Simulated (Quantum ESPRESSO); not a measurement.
## Habitual settings against a tight run: CaAu5 (F-43m, 6 atoms in the cell)

Self-consistent single point.

```yaml
crystal:
  lattice:
    - [0.00000, 3.88814, 3.88814]
    - [3.88814, 0.00000, 3.88814]
    - [3.88814, 3.88814, 0.00000]
  atoms:
    - { symbol: Ca, position: [0.00000, 0.00000, 0.00000] }
    - { symbol: Au, position: [0.37522, 0.37522, 0.87434] }
    - { symbol: Au, position: [0.37522, 0.87434, 0.37522] }
    - { symbol: Au, position: [0.37522, 0.37522, 0.37522] }
    - { symbol: Au, position: [0.87434, 0.37522, 0.37522] }
    - { symbol: Au, position: [0.75000, 0.75000, 0.75000] }
```

Level of theory: LDA (PZ), GBRV 1.5 ultrasoft (LDA) pseudopotentials (plane waves; Quantum ESPRESSO).

Base settings: ecutwfc = 40 Ry; ecutrho = 320 Ry; occupations = smearing; smearing = marzari-vanderbilt; degauss = 0.019992 Ry; potentials = {Ca: ca_lda_v1.uspp.F.UPF, Au: au_lda_v1.uspp.F.UPF}; K_POINTS = automatic 6 6 6 0 0 0; conv_thr = 1e-09 Ry.

Tight run (finer mesh or higher cutoff; not a proven limit): ecutwfc: 40 Ry → 56 Ry; ecutrho: 320 Ry → 448 Ry; conv_thr: 1e-09 Ry → 7.3e-11 Ry; K_POINTS: automatic 6 6 6 0 0 0 → automatic 9 9 9 0 0 0. It gave Fermi level (on the code's own zero) 12.86 eV; pressure -6.43 GPa; largest force (vector length) 0.058 eV/Å.

Quick runs, as changes from the base:
- A: the base itself
- B: ecutwfc: 40 Ry → 24 Ry; ecutrho: 320 Ry → 192 Ry; smearing: marzari-vanderbilt → methfessel-paxton; degauss: 0.019992 Ry → 0.036749 Ry; K_POINTS: automatic 6 6 6 0 0 0 → automatic 1 1 1 0 0 0
- C: ecutwfc: 40 Ry → 20 Ry; ecutrho: 320 Ry → 160 Ry; K_POINTS: automatic 6 6 6 0 0 0 → automatic 8 8 8 0 0 0
- D: ecutwfc: 40 Ry → 24 Ry; ecutrho: 320 Ry → 192 Ry; K_POINTS: automatic 6 6 6 0 0 0 → automatic 3 3 3 0 0 0
- E: ecutwfc: 40 Ry → 28 Ry; ecutrho: 320 Ry → 224 Ry; K_POINTS: automatic 6 6 6 0 0 0 → automatic 4 4 4 0 0 0
- F: ecutwfc: 40 Ry → 20 Ry; ecutrho: 320 Ry → 160 Ry; conv_thr: 1e-09 Ry → 7.3e-06 Ry; K_POINTS: automatic 6 6 6 0 0 0 → automatic 2 2 2 0 0 0

Energies are extrapolated to zero smearing width, which holds to low order in the width alone (under cold and Methfessel-Paxton smearing the free energy itself is taken).

Dashes: time of B, F, under 30 s; pressure of F, not trusted under this conv_thr with d or f elements.

The count of work is k-points × plane waves × bands × iterations; it is no time. Core times come from one kind of shared machine and are given to one figure; runs under 30 s give none.

The starting cell comes from a database of computed structures (which also holds hypothetical and non-ambient phases and stackings), without a prior relaxation at this level. Its lattice was rescaled by a random factor within 2.5 % of one. In the base run, with a pressure of about -6 GPa the cell is away from its equilibrium volume at this level.

```csv
run,energy less tight (meV/atom),pressure less tight (GPa),largest miss in a force vector (eV/Å),count of work / tight,core time / tight (rough)
A,5.3,-0.04,0.011,0.25,0.4
B,2393.8,17.78,0.306,0.0074,–
C,318.2,-22.87,0.011,0.14,0.1
D,97.3,-1.55,0.122,0.025,0.09
E,42.9,-0.08,0.046,0.075,0.1
F,536.6,–,0.121,0.012,–
```

Among the runs at the tight run's level, the energy misses run from 5.3 to 2393.8 meV/atom.
